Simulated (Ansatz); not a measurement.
We consider GeSb₂Te₄ (R3m, No. 160, 7 atoms in the cell; start mp-1224350), described by r²SCAN+SOC in Ansatz (PAW).

Numerical settings: plane-wave cutoff 560 eV, 10×10×10 k mesh, Fermi–Dirac smearing 0.01 eV, PAW data made under PBE.

Cell (relaxed with PBE-D3(BJ)):

GeSb$_{2}$Te$_{4}$ has the trigonal space group R3m, hexagonal axes (No. 160), Pearson symbol hR7. Cell: a = b = 4.2559 Å, c = 40.8963 Å, α = β = 90.00°, γ = 120.00°. Ge on 3a is coordinated by 3 Te at 2.847 Å and 3 Te at 3.302 Å (octahedral). Sb1 on 3a sees 3 Te at 2.990 Å and 3 Te at 3.178 Å (octahedral). Sb2 on 3a sees 6 Te at 3.008–3.123 Å (octahedral). Te1 on 3a sees 3 Ge at 2.847 Å and 3 Te at 3.583 Å. Te2 on 3a is surrounded by 3 Sb at 2.990 Å and 3 Te at 3.583 Å. Te3 on 3a has 6 Sb at 3.123–3.178 Å (octahedral). Te4 on 3a is coordinated by 3 Sb at 3.008 Å and 3 Ge at 3.302 Å (octahedral). (Neighbours: up to the widest gap in distance over summed covalent radii, below 1.35, at either atom.)
(The calculation used a cell of 7 atoms; values per cell refer to that cell.)

**Question.** Predict the band gap, smallest direct gap on the k points sampled and direct gap at Γ.

**Answer.** 
- band gap: 0.00 eV (under three smearing widths, so not firm)
- smallest direct gap on the k points sampled: 0.02 eV (under three smearing widths, so not firm)
- direct gap at Γ: 0.24 eV

Note: cell and atoms aren't relaxed at this level (largest force component 0.42 eV/Å, pressure 1.2 GPa).

Computed values are for the static lattice.

A start named mp-… is a Materials Project structure, which need not be a measured phase.

Ansatz is a first-principles code.
